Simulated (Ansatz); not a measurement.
MgPt (P2₁3, No. 198, 8 atoms in the cell; start mp-12651), treated with LDA (Ansatz, a first-principles code, PAW).

Numerical settings: plane-wave cutoff 520 eV, 12×12×12 k mesh, Fermi–Dirac smearing 0.05 eV, scalar-relativistic PAW data made under PBE.

Cell (relaxed at this level):

```yaml
crystal:
  lattice:
    - [4.97514, 0.00000, 0.00000]
    - [0.00000, 4.97514, 0.00000]
    - [0.00000, 0.00000, 4.97514]
  atoms:
    - { symbol: Mg, position: [0.15534, 0.34466, 0.65534] }
    - { symbol: Mg, position: [0.34466, 0.65534, 0.15534] }
    - { symbol: Mg, position: [0.65534, 0.15534, 0.34466] }
    - { symbol: Mg, position: [0.84466, 0.84466, 0.84466] }
    - { symbol: Pt, position: [0.85308, 0.64692, 0.35308] }
    - { symbol: Pt, position: [0.64692, 0.35308, 0.85308] }
    - { symbol: Pt, position: [0.35308, 0.85308, 0.64692] }
    - { symbol: Pt, position: [0.14692, 0.14692, 0.14692] }
```

Predict the bulk modulus B0.


bulk modulus B0: 137 GPa

The run finds no gap.

Note: the bulk modulus is −V dP/dV from two relaxed cells at ±2 % in volume; the relaxation could not lower the start's symmetry, so the cell can be a saddle point above a distorted one.

Spin–orbit coupling is not included.

Static lattice: no zero-point or thermal effects.

The result took about 8 core-minutes (a rough figure).

A start named mp-… is a Materials Project structure, which need not be a measured phase.
